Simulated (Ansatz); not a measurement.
An Ansatz (a program for electronic structure) input (Ansatz, PBE, PAW, cutoff 420 eV, no SOC):

Ansatz 0.2 input:
```yaml
crystal:
  lattice:
    - [3.1078770825, 0, 0]
    - [1.5539385413, 2.6915005053, 0]
    - [0, 0, 5.1486562555]
  atoms:
    - { symbol: Hf, position: [0.6666666667, 0.6666666667, 0.75] }
    - { symbol: Hf, position: [0.3333333333, 0.3333333333, 0.25] }
basis: { ecutwfc: 420, ecutrho_ratio: 4, xc_grid: 2, fft_grid_basis: typed }
kpoints: { mp_grid: { grid: [21, 21, 12] } }
hamiltonian:
  xc: pbe
  dispersion: none
  pseudopotentials: { kind: paw }
scf: { occupations: { method: fermi_dirac, width: 0.1 } }
relax: { f_tol: 0.005, max_steps: 50, cell: { stress_tol: 0.01, fix: [a, b, gamma] } }
output: { forces: true, stress: true }
checkpoint: { write: state.ck, write_every: 1000 }
```

Task: Which symmetry and how many k-points will the program report, and about how many plane waves at Γ?

Result: Space group P63/mmc (ITA 194) with 24 operations, k-points 336 of 5292, and 833 plane waves at Γ.

Task: And the final pressure?

Result: 4.37 GPa (compression positive).

The cells carry an imposed strain or load. Whether these cells are dynamically stable was not tested. The final runs are not spin-polarised. The cell was made from Hf in the hcp (Mg type) structure (space group P6_3/mmc, No. 194) by this change: biaxial strain −3.00 %, plane normal [001], relaxed out of plane.
